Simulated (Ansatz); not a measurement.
The starting structures come from a database of crystals and need not be the phases stable at ambient conditions.

**Evanescent states of Ge₃N₄ (Fd-3m, not sure to be the ambient phase, 14 atoms a cell, 10.3 Å³ an atom, -6 GPa at this level) along the normal of (001)**

Computed with PBEsol (plane waves, PAW; Ansatz, an electronic-structure program).

The gap is the functional's own. No spin-orbit coupling. Mid-gap values are interpolated on the energy grid.

Energies count from the valence-band top; κ is the least over a 6×6 mesh across the current.

```csv
E (eV),κ (1/Å),where
0.05,0.089,Γ
0.15,0.146,Γ
0.25,0.181,Γ
0.35,0.176,Γ
0.45,0.173,Γ
0.55,0.173,Γ
0.65,0.172,Γ
0.75,0.170,Γ
0.85,0.168,Γ
0.95,0.164,Γ
1.05,0.160,Γ
1.15,0.154,Γ
1.25,0.147,Γ
1.35,0.138,Γ
1.45,0.127,Γ
1.55,0.114,Γ
1.65,0.096,Γ
1.75,0.073,Γ
1.85,0.030,Γ
```

Q: How thick must the barrier be to attenuate the transmission by 10^6 when the electrodes' Fermi level lies at 1.45 eV, and what attenuation does that film give at 0.75 eV?

A: d = 6 ln 10 / (2 × 0.127) = 54.4 Å. At 0.75 eV it gives 6 × 0.170/0.127 = 8.0 decades.
